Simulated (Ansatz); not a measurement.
IrO2, response to strain

The reference is IrO2 in the rutile structure (space group P4_2/mnm, No. 136; a = 4.529 Å, c = 3.180 Å). Axes: x, y, z lie along a, b, c of the conventional cell.

Strains are applied to the cell and any free atomic positions relax; under biaxial strain the out-of-plane vector relaxes too.

All numbers come from PBE (Ansatz, an electronic-structure program), no spin-orbit coupling, earlier PAW set.

Notes on the quantities. pressure: mean of the normal stresses, compression positive.

| case | pressure | shortest interatomic distance |
|---|---|---|
| base | 0.0 GPa | 1.976 Å |
| biaxial strain +0.27 %, plane normal [001], relaxed out of plane | -0.8 GPa | 1.979 Å |
| biaxial strain +1.27 %, plane normal [001], relaxed out of plane | -3.5 GPa | 1.992 Å |
| biaxial strain +1.60 %, plane normal [001], relaxed out of plane | -4.3 GPa | 1.997 Å |
| isotropic strain −0.58 % | 5.0 GPa | 1.963 Å |
| isotropic strain +1.02 % | -7.8 GPa | 1.998 Å |

Without a gap, meshes like the base's 10×10×15 leave anisotropic stresses uncertain by several tenths of a GPa, and small strain energies with them. Whether these cells are dynamically stable was not tested. No Hubbard U is applied, and correlation can decide whether such a compound is a metal. The final runs are not spin-polarised.
